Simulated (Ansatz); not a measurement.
Defect: interstitial N in bcc Nb, neutral cell. Method: PBE, PAW (plane waves to 420 eV; Ansatz, an electronic-structure program).

Cell of 36 host sites held at the relaxed PBE lattice; a 2×2×3 k-point mesh shifted by half a step; Fermi-Dirac width 0.10 eV, spin-restricted; finite-size errors left in. Energies are static. Sites that were not tried may lie lower.

Barriers: single points on a 3×3×4 k-point mesh shifted by half a step at the bands' geometries (they differ from the bands' own by up to 0.05 eV, and are uncertain by about as much).

The step: a concerted move, in which N travels most. Atoms about the jump, Cartesian Å from the middle of the jump, before and after:

| atom | x0 | y0 | z0 | x1 | y1 | z1 |
|---|---|---|---|---|---|---|
| N1 | 0.00 | 0.00 | 0.83 | 0.00 | 0.00 | -0.83 |
| Nb2 | 1.58 | 0.00 | -0.77 | 2.02 | 0.00 | -0.83 |
| Nb3 | 0.00 | -2.02 | 0.83 | 0.00 | -1.58 | 0.77 |
| Nb4 | 0.00 | 2.02 | 0.83 | 0.00 | 1.58 | 0.77 |
| Nb5 | -1.58 | 0.00 | -0.77 | -2.02 | 0.00 | -0.83 |
| Nb6 | 1.58 | 0.00 | 2.42 | 1.68 | 0.00 | 2.49 |
| Nb7 | 0.00 | 1.68 | -2.49 | 0.00 | 1.58 | -2.42 |
| Nb8 | 0.00 | -1.68 | -2.49 | 0.00 | -1.58 | -2.42 |
| Nb9 | -1.58 | 0.00 | 2.42 | -1.68 | 0.00 | 2.49 |
| Nb10 | 3.32 | -1.66 | 0.83 | 3.34 | -1.70 | 0.87 |
| Nb11 | -1.70 | 3.34 | -0.87 | -1.66 | 3.32 | -0.83 |
| Nb12 | 1.70 | -3.34 | -0.87 | 1.66 | -3.32 | -0.83 |
| Nb13 | 3.32 | 1.66 | 0.83 | 3.34 | 1.70 | 0.87 |
| Nb14 | 1.70 | 3.34 | -0.87 | 1.66 | 3.32 | -0.83 |
| Nb15 | -1.70 | -3.34 | -0.87 | -1.66 | -3.32 | -0.83 |
| Nb16 | -3.32 | -1.66 | 0.83 | -3.34 | -1.70 | 0.87 |
| Nb17 | -3.32 | 1.66 | 0.83 | -3.34 | 1.70 | 0.87 |

### Question
Give the saddle-point geometry and the barrier.

### Answer

```tsv
atom	x	y	z
N1	0.00	0.00	-0.01
Nb2	1.82	0.00	-0.89
Nb3	0.00	-1.82	0.87
Nb4	0.00	1.81	0.87
Nb5	-1.81	0.00	-0.89
Nb6	1.70	0.00	2.50
Nb7	0.00	1.70	-2.53
Nb8	0.00	-1.70	-2.53
Nb9	-1.70	0.00	2.50
Nb10	3.32	-1.66	0.81
Nb11	-1.66	3.32	-0.83
Nb12	1.66	-3.32	-0.83
Nb13	3.32	1.66	0.81
Nb14	1.66	3.32	-0.83
Nb15	-1.66	-3.33	-0.83
Nb16	-3.32	-1.66	0.81
Nb17	-3.32	1.65	0.81
```
It lies 1.23 eV above the start and 1.23 eV above the end. The saddle point's order was not checked, and it lies on a symmetry element of the cell, where a band can be held.
